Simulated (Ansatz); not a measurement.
**By hand: formation energy of O_i in Cu (fcc, Fm-3m)**

We look at the formation energy of O_i in Cu (fcc, Fm-3m). Reaction: Cu2O (Pn-3m) + 30 Cu (fcc) → cell A.

A: a supercell of 32 sites of Cu (fcc, Fm-3m) with O off the lattice sites (6 Cu at 1.99 Å); spin state with PBE: run without spin.

Ansatz (a program for electronic structure) with PAW potentials; structures come from PBE relaxations, nuclei static, no net charge. Ansatz runs with its PAW set soft_1. Other levels take these structures. The lattices are those relaxed with PBE, so at other levels the solids can be strained, which adds to the spread. Larger cells are relaxed from a start prepared with the learned potential CHGNet, on a coarser mesh till forces fall under 0.03 eV/Å, which some starts already meet. A dispersion term (D3(BJ), or D4 for r2SCAN) was computed beside these levels and is taken off wherever the name lacks it. The d electrons get no Hubbard U. Mesh and cell size may move defect energies by 0.1 eV or more. Cell A has symmetry Pm-3m and got no random move, so less symmetric positions, which may lie lower, weren't tried.

Total energies of the cells in eV, at zero smearing width. They compare only within one column; the weights balance every element.

```
cell          atoms  weight         r2SCAN      r2SCAN+D4
------------  -----  ------  -------------  -------------
A: Cu:O_i        33      +1  -212766.00818  -212772.28528
Cu2O (Pn-3m)      6    −1/2   -27659.87287   -27660.59547
Cu (fcc)         32  −15/16  -212199.78536  -212205.91940
```

r2SCAN: (-212766.00818) − 1/2 × (-27659.87287) − 15/16 × (-212199.78536) = 1.227 eV.

r2SCAN+D4: (-212772.28528) − 1/2 × (-27660.59547) − 15/16 × (-212205.91940) = 1.062 eV.

What follows from the r2SCAN value: With the reservoirs of the reaction as written, and without entropy terms or charged states, the share of sites that hold the defect in equilibrium is exp(−1.23 eV/k_BT) = 6.3×10^-7 at 1000 K.
